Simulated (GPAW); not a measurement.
Band structure of CsPdBr3 (P1, 5 atoms in the cell).

```xyz
5
Lattice="5.4169 0.0000 0.0000 0.0020 5.4181 0.0000 0.0008 0.0015 5.4187" Properties=species:S:1:pos:R:3 pbc="T T T"
Cs     5.4145     5.3778     5.4146
Pd     2.7346     2.6274     2.7139
Br     2.7271     2.6454     0.0042
Br     2.7038     5.3381     2.6993
Br     0.0251     2.6534     2.7146
```

Method of the run: LDA (Perdew-Wang 92), GPAW PAW datasets LDA (gpaw-data 1.0.1) (plane waves; GPAW).

Settings: mode = pw; ecut = 550 eV; xc = LDA; kpts = 3 3 3; mesh shift (steps) = 0 0 0; occupations.name = fermi-dirac; occupations.width = 0.05 eV; nbands = -9; convergence.density = 1e-05 e/electron; symmetry.symmorphic = false; symmetry.tolerance = 0.0005; maxiter = 120; bandpath_npoints = 40.

The starting cell comes from a database of computed structures (which also holds hypothetical and non-ambient phases and stackings), without a prior relaxation at this level. Its lattice was rescaled by a random factor within 2.5 % of one. Spin polarisation is off.

Levels in eV from the Fermi level, bands 20 to 27:
| point | 20 | 21 | 22 | 23 | 24 | 25 | 26 | 27 |
|---|---|---|---|---|---|---|---|---|
| Γ | -2.08 | -2.08 | -1.69 | -1.69 | -1.69 | 1.67 | 3.63 | 4.10 |
| Y | -1.96 | -1.96 | -1.29 | -1.29 | -1.13 | 4.59 | 5.18 | 5.60 |
| H | -1.45 | -1.38 | -1.37 | -1.37 | 0.94 | 5.84 | 6.07 | 6.11 |
| C | -1.96 | -1.96 | -1.29 | -1.29 | -1.13 | 4.59 | 5.18 | 5.60 |
| E | -1.45 | -1.38 | -1.37 | -1.37 | 0.94 | 5.84 | 6.10 | 6.11 |
| M1 | -1.30 | -1.30 | -1.30 | 0.95 | 0.95 | 4.37 | 4.38 | 4.38 |
| A | -1.30 | -1.30 | -1.30 | 0.95 | 0.95 | 4.37 | 4.38 | 4.38 |
| X | -1.45 | -1.38 | -1.37 | -1.37 | 0.94 | 5.84 | 6.07 | 6.11 |
| D | -1.45 | -1.38 | -1.37 | -1.37 | 0.94 | 5.84 | 6.09 | 6.11 |

Bands cross the Fermi level along this path, so the cell is metallic at this level.
